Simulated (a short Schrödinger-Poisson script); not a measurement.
Symmetric double-gate stack, SiO2 on p-type Si(100)

Stack: symmetric double-gate stack, SiO2 on p-type Si(100), at 77 K.

```tsv
layer	material	thickness (nm)	Na (cm⁻³)
1	SiO2	1.3	-
2	Si	14	1e15
3	SiO2	1.3	-
```

The device is made up for the run: typed textbook-type constants, with dimensions and the other settings drawn at random. SiO2: permittivity 3.9, conduction-band edge (eV) 3.15, gap (eV) 9, electron mass (mₑ) 0.5. Si: permittivity 11.7, conduction-band edge (eV) 0, gap (eV) 1.124, Nv at 300 K (cm⁻³) 3.1e19.

Channel valleys (confinement mass, in-plane density-of-states mass, number): Δ2 0.916, 0.19, 2; Δ4 0.19, 0.417, 4. At the gates, both at one voltage, the conduction-band edge of layer 1 lies 3.58 eV − eVg above the Fermi level of the channel. Gaps are held at their typed values at every temperature. Mesh 0.03 nm at interfaces.

Solved with a short Schrödinger-Poisson script written for these runs: 1D Poisson equation in equilibrium, electrons quantum, Hartree (BenDaniel-Duke, 12 states a valley, the channel's in-plane mass for all, wave functions free to enter the dielectric), parabolic valleys, classical holes, full ionisation, no traps, pinning or gate leakage.

| Vg (V) | electrons (cm⁻²) | C (μF/cm²) | Δ2 E0 (meV) | Δ2 E1 (meV) | Δ4 E0 (meV) | Δ4 E1 (meV) |
|---|---|---|---|---|---|---|
| 0.35 | 1.36e7 | < 0.003 | 82.1 | 88.2 | 89.1 | 116.2 |
| 0.4 | 2.11e10 | 0.451 | 33.4 | 39.4 | 40.3 | 67.3 |
| 0.45 | 5.28e11 | 2.41 | 12.1 | 15.6 | 19.3 | 43.4 |
| 0.5 | 1.38e12 | 3.01 | 4.9 | 6.2 | 14.0 | 34.8 |
| 0.55 | 2.38e12 | 3.33 | -0.4 | 0.2 | 11.6 | 30.1 |
| 0.6 | 3.45e12 | 3.53 | -4.8 | -4.5 | 10.1 | 27.0 |
| 0.65 | 4.57e12 | 3.66 | -8.7 | -8.6 | 9.0 | 24.5 |
| 0.7 | 5.73e12 | 3.75 | -12.3 | -12.2 | 8.1 | 22.5 |
| 0.75 | 6.91e12 | 3.82 | -15.8 | -15.7 | 7.3 | 20.7 |
| 0.8 | 8.11e12 | 3.88 | -19.1 | -19.1 | 6.5 | 19.0 |
| 0.85 | 9.33e12 | 3.93 | -22.4 | -22.4 | 5.7 | 17.5 |
| 0.9 | 1.06e13 | 3.97 | -25.6 | -25.6 | 5.0 | 16.0 |
| 0.95 | 1.18e13 | 4.00 | -28.7 | -28.7 | 4.3 | 14.6 |
| 1 | 1.31e13 | 4.04 | -31.8 | -31.8 | 3.6 | 13.2 |
| 1.05 | 1.43e13 | 4.06 | -34.8 | -34.8 | 2.9 | 11.9 |
| 1.1 | 1.56e13 | 4.09 | -37.8 | -37.8 | 2.3 | 10.7 |
| 1.15 | 1.69e13 | 4.12 | -40.8 | -40.8 | 1.6 | 9.5 |

Gate voltages with under 1e6 electrons/cm² are left out.

Subbands count from the Fermi level. The capacitance is that of both gates.
